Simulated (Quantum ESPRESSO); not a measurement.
Quantum ESPRESSO run on ZnPt (P4/mmm, 2 atoms in the cell): self-consistent single point.

Method: PBEsol, PseudoDojo standard norm-conserving (PBESOL) pseudopotentials (plane waves; Quantum ESPRESSO).

The change in words: lattice scaled by 1.03. Reference geometry:
```xyz
2
Lattice="2.8509 0.0000 0.0000 0.0000 2.8509 0.0000 0.0000 0.0000 3.4946" Properties=species:S:1:pos:R:3 pbc="T T T"
Zn     1.4254     1.4254     1.7473
Pt     0.0000     0.0000     0.0000
```

Reference input (self-consistent single point, DFT, PBEsol, plane waves, PseudoDojo standard norm-conserving (PBESOL) pseudopotentials): ecutwfc = 85 Ry; occupations = smearing; smearing = fermi-dirac; degauss = 0.0073499 Ry; potentials = {Zn: Zn.upf, Pt: Pt.upf}; K_POINTS = automatic 8 8 6 0 0 0; conv_thr = 1e-10 Ry; mixing_beta = 0.3. This run's input differs from it in these lines:

```diff
@@ -30,5 +30,5 @@
 CELL_PARAMETERS angstrom
-   2.850860000     0.000000000     0.000000000
-   0.000000000     2.850860000     0.000000000
-   0.000000000     0.000000000     3.494560000
+   2.936386000     0.000000000     0.000000000
+   0.000000000     2.936386000     0.000000000
+   0.000000000     0.000000000     3.599397000
```

The program printed (abridged):

```
     Self-consistent Calculation

     iteration #  1     ecut=    85.00 Ry     beta= 0.30

     Threshold (ethr) on eigenvalues was too large:
     Diagonalizing with lowered threshold

     total energy              =    -679.01150081 Ry
     estimated scf accuracy    <       0.09435971 Ry

     iteration #  2     ecut=    85.00 Ry     beta= 0.30

     total energy              =    -679.01727376 Ry
     estimated scf accuracy    <       0.01242195 Ry

     iteration #  3     ecut=    85.00 Ry     beta= 0.30

     total energy              =    -679.01783976 Ry
     estimated scf accuracy    <       0.00301922 Ry

   [... 7 blocks of this kind left out ...]

     iteration # 11     ecut=    85.00 Ry     beta= 0.30

     total energy              =    -679.01776848 Ry
     estimated scf accuracy    <          1.0E-10 Ry

     iteration # 12     ecut=    85.00 Ry     beta= 0.30
     End of self-consistent calculation

     the Fermi energy is    18.0844 ev

!    total energy              =    -679.01776848 Ry
     estimated scf accuracy    <          3.0E-11 Ry
     smearing contrib. (-TS)   =      -0.00121981 Ry
     internal energy E=F+TS    =    -679.01654867 Ry

     convergence has been achieved in  12 iterations

     Forces acting on atoms (cartesian axes, Ry/au):

     atom    1 type  1   force =     0.00000000    0.00000000    0.00000000
     atom    2 type  2   force =     0.00000000    0.00000000    0.00000000

     Total force =     0.000000     Total SCF correction =     0.000000

          total   stress  (Ry/bohr**3)                   (kbar)     P=     -166.58
  -0.00116486   0.00000000   0.00000000         -171.36        0.00        0.00
   0.00000000  -0.00116486   0.00000000            0.00     -171.36        0.00
   0.00000000   0.00000000  -0.00106739            0.00        0.00     -157.02

   JOB DONE.
```

The run converged in 12 iterations. Against the reference run the free energy rises by 88.9 meV/atom and the pressure goes from -3.71 to -16.66 GPa.

The starting cell comes from a database of computed structures (which also holds hypothetical and non-ambient phases and stackings), without a prior relaxation at this level. For this run, on top of that: lattice scaled by 1.03. Spin polarisation is off.

Cost on one core of a shared machine: roughly 40 s.
